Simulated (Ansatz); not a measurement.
# A computed series for TiTe2: response to strain

Start from TiTe2 in the CdI2 type structure (space group P-3m1, No. 164; a = 3.782 Å, c = 6.613 Å; layered, stacked along the Cartesian z axis; relaxed with 0.1 eV smearing). Axes: x lies along a and z along c of the hexagonal cell.

Strains are applied to the cell and any free atomic positions relax; under biaxial strain the out-of-plane vector relaxes too.

Calculations: Kohn–Sham DFT with the r2SCAN+rVV10 functional, run in Ansatz (an electronic-structure program) with PAW and 500 eV plane waves, without spin-orbit coupling, earlier PAW set.

Notes on the quantities. energy relative to the base: free energy F; pressure: mean of the normal stresses, compression positive.

```tsv
change	volume per atom	largest internal atomic displacement	space group	energy relative to the base	pressure
base	27.31 Å³	–	P-3m1 (No. 164)	0 meV/atom	0.0 GPa
biaxial strain −1.09 %, plane normal [001], relaxed out of plane	26.99 Å³	–	P-3m1 (No. 164)	–	0.7 GPa
isotropic strain −3.36 %	24.65 Å³	0.085 Å	P-3m1 (No. 164)	+34 meV/atom	4.6 GPa
uniaxial strain ε_yy = −1.80 %	26.82 Å³	0.015 Å	C2/m (No. 12)	+2.4 meV/atom	0.8 GPa
uniaxial strain ε_zz = −5.08 %	25.92 Å³	0.062 Å	P-3m1 (No. 164)	+10 meV/atom	1.6 GPa
uniaxial strain ε_zz = +3.95 %	28.39 Å³	0.056 Å	P-3m1 (No. 164)	+3.6 meV/atom	-0.7 GPa
```

No phonon test of stability was made. All final runs are without spin polarisation.
